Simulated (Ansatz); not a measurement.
Cost and result by functional for the adsorption energy of Cl on the 1x1 (0001) surface of hcp Ru, one in a 2x2 cell, started at the site 'bridge Ru-Ru (span 2.7 Å)', in Ansatz (plane waves, PAW). Single points on the PBE structure, on one kind of machine; costs are rough ratios of the slab run's core time (references not counted) to the cheapest single point. r2SCAN's cost holds its higher cutoff (500 against 420 eV). Differences are taken against r2SCAN for comparison alone: no measured value is at hand, so the table doesn't rank accuracy.

Set-up: 17 atoms, 6.3 Å thick at the start under the adsorbate (thin: gaps and levels are the slab's own); mesh 6x6x1; 0.1 eV smearing; dipole correction on; 8 atoms held, the rest relaxed; held to the start's symmetry, so lower structures may exist; no spin, no spin-orbit, no U, no dispersion correction. At the end it is bonded to 3 Ru. In PBE it is, or lies within 0.03 eV of, the lowest of the starts that converged. These notes are the PBE run's. Adsorption energies are against ½ Cl2(g). A negative adsorption energy means that the adsorbate is more stable on the surface than in its reference.

```json
[
 {"functional": "RPBE", "relative cost": "1", "adsorption energy (eV)": "-2.06", "less r2SCAN (eV)": "0.60"},
 {"functional": "r2SCAN", "relative cost": "2", "adsorption energy (eV)": "-2.66", "less r2SCAN (eV)": "0.00"},
 {"functional": "PBE (the relaxed run's value)", "relative cost": "–", "adsorption energy (eV)": "-2.32", "less r2SCAN (eV)": "0.34"}
]
```

The values span 0.60 eV, while the single points' costs differ by a factor of roughly 2. Differences are of unrounded values.

Ansatz is a first-principles code.
